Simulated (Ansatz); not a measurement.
# Short convergence ladders for a (110) slab of ScF3 (cut from a parent of space group no. 155; 12 atoms in the cell)

```
ScF3
1.0
    7.01831     0.00000     0.00000
   -9.35904     3.30686     0.00000
    0.00000     0.00000    21.18011
F Sc
9 3
Cartesian
 -4.96884   2.99555   7.00000
 -2.63811   2.17203   8.44930
 -0.30738   1.34851   7.00000
 -0.28932   1.34212   9.86542
  2.04141   0.51860  11.31469
 -4.98690   3.00194   9.86542
 -4.96884   2.99555  12.73081
 -2.63811   2.17203  14.18010
 -0.30738   1.34851  12.73081
 -1.46774   0.51860   8.43820
 -6.14726   2.17203  11.30361
 -1.46774   0.51860  14.16901
```

Base method: LDA (PW92), default PAW files made with PBE (plane waves; Ansatz, an electronic-structure program).

Base settings: basis.ecutwfc = 30.9 Ry; kpoints.mp_grid.grid = 5 3 1; hamiltonian.xc = lda; hamiltonian.pseudopotentials = {kind: paw} (the program's default PAW files); scf.occupations.method = fermi_dirac; scf.occupations.width = 0.0037 Ry.

The count of work is k-points × plane waves × bands × iterations; it is no time. 

**The vacuum with a dipole correction**

In this ladder: efield.axis = 3; efield.dipole_correction = true.

The mesh stays at the base's, so the ladder's end is converged at best in this setting alone.

Only quantities that move along the ladder and can be compared are tabulated.

```tsv
vacuum between outermost atoms (Å)	free energy less the last step's (meV/atom)	largest difference of a force vector from the last step's (eV/Å)
8.0	2.67	0.050
10.0	0.54	0.009
14.0	-0.03	0.001
20.0	0.00	0.000
```

Smallest vacuum between outermost atoms (Å) that holds the free energy within 0.5 meV/atom of the last step, with all finer ones: 14.0; the step before is off by 0.54 meV/atom.

Smallest vacuum between outermost atoms (Å) that holds the forces within 0.005 eV/Å of the last step, with all finer ones: 14.0; the step before is off by 0.009 eV/Å.

**The plane-wave cutoff**

The mesh stays at the base's, so the ladder's end is converged at best in this setting alone.

Only quantities that move along the ladder and can be compared are tabulated.

```csv
basis.ecutwfc,free energy less the last step's (meV/atom),largest difference of a force vector from the last step's (eV/Å),count of work / last
15.4 Ry,6927.17,0.439,0.19
18.4 Ry,2353.26,0.437,0.13
21.7 Ry,657.60,0.062,0.21
26.1 Ry,88.98,0.009,0.23
30.9 Ry,6.81,0.001,0.38
37.1 Ry,1.38,0.002,0.48
46.3 Ry,1.14,0.001,0.67
61.7 Ry,0.00,0.000,1.0
```

Coarsest basis.ecutwfc that holds the free energy within 5 meV/atom of the last step, with all finer ones: 37.1 Ry; the step before is off by 6.8 meV/atom.

Coarsest basis.ecutwfc that holds the forces within 0.02 eV/Å of the last step, with all finer ones: 26.1 Ry, at 0.23 of the last step's count of work; the step before is off by 0.062 eV/Å.

On the base run: the starting cell comes from a database of computed structures (which also holds hypothetical and non-ambient phases and stackings), without a prior relaxation at this level. The slab is cut from that crystal, and its faces are unrelaxed. Its lattice was rescaled by up to half a per cent. Spin polarisation is off, though cut faces can carry moments; the slab shows no gap. In the base run, forces exceed 1 eV/Å. Without a gap this mesh is coarse (it stands for a supercell whose shortest in-plane vector is 12 Å).

Left out of this page: 1 run of the series unsound by tests on forces, stress, charge or solver warnings.

Keys are those of Ansatz 0.2.
